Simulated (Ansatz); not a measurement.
Defect migration in silicon with all lengths changed by -1 %: interstitial P, charge state -1. Level of theory: PBE, PAW (plane waves to 420 eV; Ansatz, a program for electronic structure).

64-site cell at the strained lattice (strain from the relaxed PBE one, atoms relaxed), a 2×2×2 k-point mesh shifted by half a step, smearing 0.01 eV, spin-restricted, no finite-size correction. Static, classical nuclei. The charge state is imposed; whether it is stable for some Fermi level was not computed. Sites that were not tried may lie lower. The start lies 0.086 eV above the lowest site run (PBE).

Barriers: single points on a 3×3×3 k-point mesh shifted by half a step at the bands' geometries.

Relaxed starting cell (atoms counted from 1):

```
CELL_PARAMETERS angstrom
     10.83060     0.00000     0.00000
      0.00000    10.83060     0.00000
      0.00000     0.00000    10.83060
ATOMIC_POSITIONS crystal
  Si 0.91993 0.94437 0.18942
  Si 0.99870 0.99969 0.75049
  Si 0.99883 0.49961 0.24971
  Si 0.99957 0.49925 0.75037
  Si 0.49914 0.99992 0.24895
  Si 0.49845 0.99973 0.74033
  Si 0.49936 0.50174 0.24670
  Si 0.49883 0.49988 0.75138
  Si 0.12394 0.37222 0.12827
  Si 0.12318 0.37331 0.62437
  Si 0.15225 0.86950 0.12110
  Si 0.12343 0.87282 0.62768
  Si 0.62363 0.37860 0.12256
  Si 0.62449 0.37521 0.62620
  Si 0.62398 0.87438 0.12467
  Si 0.62737 0.87406 0.62398
  Si 0.99780 0.24302 0.00724
  Si 0.99730 0.24792 0.49849
  Si 0.99632 0.76285 0.01309
  Si 0.99975 0.74957 0.50039
  Si 0.49863 0.25171 0.99871
  Si 0.49820 0.25112 0.50151
  Si 0.49970 0.74927 0.99885
  Si 0.49999 0.74836 0.50269
  Si 0.13779 0.12931 0.38351
  Si 0.12396 0.12177 0.87796
  Si 0.12387 0.62317 0.37611
  Si 0.11675 0.62828 0.88015
  Si 0.62150 0.12500 0.37663
  Si 0.61515 0.12750 0.86527
  Si 0.62063 0.62246 0.37524
  Si 0.62627 0.62425 0.87549
  Si 0.26270 0.99849 0.99052
  Si 0.25089 0.99528 0.50400
  Si 0.24371 0.49963 0.99963
  Si 0.24971 0.49931 0.50126
  Si 0.73471 0.00269 0.98911
  Si 0.74879 0.00212 0.50154
  Si 0.75353 0.50089 0.00001
  Si 0.74834 0.49981 0.50001
  Si 0.37920 0.38042 0.37554
  Si 0.37127 0.37616 0.87592
  Si 0.37772 0.87450 0.37734
  Si 0.38105 0.87243 0.86595
  Si 0.87352 0.37522 0.37472
  Si 0.87808 0.37271 0.87779
  Si 0.86791 0.87192 0.38127
  Si 0.87262 0.87850 0.87765
  Si 0.25642 0.25545 0.25402
  Si 0.24635 0.24910 0.75208
  Si 0.25717 0.74338 0.25594
  Si 0.24667 0.74667 0.75299
  Si 0.74102 0.25562 0.25321
  Si 0.75003 0.25189 0.75126
  Si 0.74479 0.74806 0.25456
  Si 0.75180 0.75028 0.75124
  Si 0.37530 0.12661 0.12491
  Si 0.37083 0.12625 0.62428
  Si 0.37351 0.62268 0.12178
  Si 0.37271 0.62487 0.62723
  Si 0.84635 0.13134 0.11657
  Si 0.87375 0.12560 0.62658
  Si 0.87323 0.62769 0.12902
  Si 0.87439 0.62403 0.62512
  P  0.09766 0.05393 0.19838
```
Cell charge -1.

End state 1 differs by these moves (Å; atoms that move under 0.08 Å are left out):

| atom | element | Δx | Δy | Δz |
|---|---|---|---|---|
| 1 | Si | 0.00 | -0.06 | 0.06 |
| 6 | Si | 0.01 | -0.04 | 0.13 |
| 7 | Si | -0.01 | -0.13 | 0.04 |
| 17 | Si | 0.02 | 0.07 | -0.08 |
| 20 | Si | -0.02 | 0.08 | -0.07 |
| 30 | Si | 0.06 | -0.03 | 0.08 |
| 31 | Si | -0.06 | -0.08 | 0.03 |
| 33 | Si | -0.06 | 0.07 | 0.04 |
| 34 | Si | 0.06 | 0.09 | 0.02 |
| 37 | Si | 0.11 | 0.01 | 0.10 |
| 38 | Si | -0.08 | 0.01 | 0.05 |
| 41 | Si | -0.09 | -0.07 | 0.01 |
| 44 | Si | -0.08 | -0.01 | 0.08 |
| 47 | Si | -0.23 | -0.06 | 0.01 |
| 49 | Si | -0.06 | -0.02 | -0.09 |
| 51 | Si | 0.06 | -0.04 | -0.07 |
| 53 | Si | 0.08 | -0.05 | -0.01 |
| 55 | Si | -0.11 | -0.10 | -0.01 |
| 58 | Si | 0.09 | -0.01 | 0.07 |
| 59 | Si | 0.08 | -0.08 | 0.01 |
| 61 | Si | 0.23 | -0.01 | 0.06 |
| 65 | P | 0.00 | -1.15 | 1.15 |

Question: Give the forward and backward barriers to end state 1 at the level PBE, PAW.

Answer: forward 0.52 eV, backward 0.52 eV; at the saddle point atom 65 has neighbours 2 Si at 2.18, Si at 2.20 Å. The saddle point's order was not checked, and it lies on a symmetry element of the cell, where a band can be held.
